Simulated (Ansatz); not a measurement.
ZnS (model structure, started from the BN type, Pm-3n, No. 223, 12 atoms in the cell), treated with PBEsol (Ansatz, an electronic-structure program, PAW).

Settings: plane-wave cutoff 520 eV, 6×6×6 k mesh, Fermi–Dirac smearing 0.01 eV, scalar-relativistic PAW data made under PBE.

Cell (relaxed with PBEsol):

```
CELL_PARAMETERS angstrom
      6.60132     0.00000     0.00000
      0.00000     6.60132     0.00000
      0.00000     0.00000     6.60132
ATOMIC_POSITIONS crystal
  Zn 0.25000 0.00000 0.50000
  Zn 0.50000 0.25000 0.00000
  Zn 0.50000 0.75000 0.00000
  Zn 0.75000 0.00000 0.50000
  Zn 0.00000 0.50000 0.75000
  Zn 0.00000 0.50000 0.25000
  S  0.25000 0.50000 0.00000
  S  0.00000 0.25000 0.50000
  S  0.00000 0.75000 0.50000
  S  0.75000 0.50000 0.00000
  S  0.50000 0.00000 0.75000
  S  0.50000 0.00000 0.25000
```

Q: Give the computed band gap.

A: 
band gap: 2.06 eV (direct)

Note: the relaxation could raise the start's symmetry but not lower it, so the cell can be a saddle point.

Computed values are for the static lattice.

A model structure was made by putting elements into a prototype or built by hand; it is no filed structure, need not be a known phase, and can be a saddle point held by its symmetry.
